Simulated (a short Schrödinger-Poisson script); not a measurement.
Structure: MOS inversion layer, Si3N4 on p-type Si(100), at 400 K.

```csv
layer,material,thickness (nm),Na (cm⁻³)
1,Si3N4,3.1,-
2,Si,910,2.2e17
```

Constants are typed, rounded textbook-type inputs, not results; the design itself was drawn at random and stands for no fabricated device. Si3N4: permittivity 7.5, conduction-band edge (eV) 1.95, gap (eV) 5.1, electron mass (mₑ) 0.5. Si: permittivity 11.7, conduction-band edge (eV) 0, gap (eV) 1.124, Nv at 300 K (cm⁻³) 3.1e19.

Channel valleys (confinement mass, in-plane density-of-states mass, number): Δ2 0.916, 0.19, 2; Δ4 0.19, 0.417, 4. At the gate the conduction-band edge of layer 1 lies 2.04 eV − eVg above the Fermi level of the channel; the field vanishes at the back. Gaps are held at their typed values at every temperature. Mesh 0.03 nm at interfaces.

From a short Schrödinger-Poisson script (our own, NumPy): 1D Poisson equation in equilibrium, electrons classical, Boltzmann, parabolic valleys, classical holes, full ionisation, no traps, pinning or gate leakage.

The same stack at other levels of the model or other numerical settings:

```
run                                          sheet density of all electrons at Vg = 0.9 V (cm⁻²)  sheet density of all electrons at Vg = 0.3 V (cm⁻²)  capacitance at Vg = 0.9 V (μF/cm²)  centroid of the channel electrons at Vg = 0.9 V (nm)  rough cost against the base
-------------------------------------------  ---------------------------------------------------  ---------------------------------------------------  ----------------------------------  ----------------------------------------------------  ---------------------------
base                                                                                     8.46e12                                              1.65e12                                1.95                                                  0.72                      about 1
electrons treated as classical, Fermi-Dirac                                              8.18e12                                              1.63e12                                1.86                                                  0.85                            6
electrons treated as quantum, Hartree                                                    6.70e12                                              1.10e12                                1.64                                                  1.89                           30
mesh six times as coarse                                                                 8.30e12                                              1.62e12                                1.91                                                  0.81                          0.5
```

The classical rows ignore confinement, and Boltzmann statistics overrate the density once the band edge passes the Fermi level.
